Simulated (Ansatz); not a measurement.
Take YSi in the rock salt structure (space group Fm-3m, No. 225; a = 5.834 Å; a hypothetical phase, not in the database extracts checked) as the base. Axes: x, y, z lie along the cube axes.

All numbers come from r2SCAN in Ansatz (plane waves to 500 eV, PAW, without spin-orbit coupling).

The change: an isotropic linear strain of −2.29 %, atoms relaxed at fixed cell.

Question: Predict the stress tensor and what it implies for the stiffness.

Answer: Stress of the strained cell less that of the base (GPa, compression positive):
```
    5.4     0.0     0.0
    0.0     5.4     0.0
    0.0     0.0     5.4
```

Then B = −ΔP/(ΔV/V₀) with ΔV/V₀ = -0.0671 gives secant stiffness values (nonlinear terms included at this strain): B ≈ 80 GPa.

As a check, the harmonic strain energy −½ V₀ Δσ:ε is 29 meV/atom; the computed energy rise is 26 meV/atom.

Whether these cells are dynamically stable was not tested. The final runs are not spin-polarised. An odd electron count without spin: YSi. YSi has a high density of states at the Fermi level and may be magnetic at this level.

Ansatz is a quantum-chemistry and plane-wave program.
